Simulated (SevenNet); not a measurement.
**Fluorite NiSi2**

Level of theory: the machine-learned potential SevenNet-0 (trained on PBE and PBE+U data).

Cell: relaxed at this level.

```
Item                                    Value
------------------------------  -------------
equilibrium lattice constant a        5.437 Å
volume per atom                 13.40 Å³/atom
```

Measured, for comparison: lattice constant a 5.406 Å, equilibrium volume per atom 13.17 Å³/atom (temperature not stated, not corrected to a static lattice; as tabulated in Wikipedia's data pages). Computed (rounded) less measured: lattice constant a +0.6 %, equilibrium volume per atom +1.7 %.

A machine-learned potential is trained on density-functional data: it inherits that level's misses and adds fitting errors of its own.
